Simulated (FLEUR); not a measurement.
Band structure of LiZn (Fd-3m, 4 atoms in the cell).

```xyz
4
Lattice="0.0000 3.0318 3.0318 3.0318 0.0000 3.0318 3.0318 3.0318 0.0000" Properties=species:S:1:pos:R:3 pbc="T T T"
Li     1.5159     1.5159     1.5159
Li     0.0000     0.0000     0.0000
Zn     4.5477     4.5477     4.5477
Zn     3.0318     3.0318     3.0318
```

Method: PBEsol, all-electron FLAPW (FLEUR), scalar-relativistic valence run with FLEUR.

Settings: Kmax = 4.4 1/bohr; GmaxXC = 17.6 1/bohr; xcFunctional = PBEs; jspins = 1; l_soc = F; mode = hist; fermiSmearingEnergy = 0.00183747 Htr; mesh (inpgen div1-3) = 8 8 8; inpgen gamma flag = true; Gmax = 17.6 1/bohr; numbands = 0; maxIterBroyd = 99; imix = Anderson; alpha = 0.05.

The starting cell comes from a database of computed structures (which also holds hypothetical and non-ambient phases and stackings), without a prior relaxation at this level. Values depend on the basis (sphere radii, cutoffs, local orbitals), which need not be converged.

These are the values that this program gave, and no reference: the default basis lacks the next d shell.

Levels in eV from the Fermi level, bands 10 to 17:
```
point     10     11     12     13     14    15    16     17
-----  -----  -----  -----  -----  -----  ----  ----  -----
Γ      -6.63  -6.63   3.66   3.66   3.66  3.79  3.79   3.79
X      -6.62  -4.11  -4.11  -0.98  -0.98  2.98  2.98  10.87
W      -6.58  -3.99  -3.99  -1.50  -1.50  5.14  5.14   6.83
K      -6.57  -4.47  -3.65  -1.87  -0.37  3.10  5.43   8.41
L      -6.66  -5.46  -3.78   1.88   1.88  3.31  3.31   3.92
U      -6.57  -4.47  -3.65  -1.87  -0.37  3.10  5.43   8.41
```
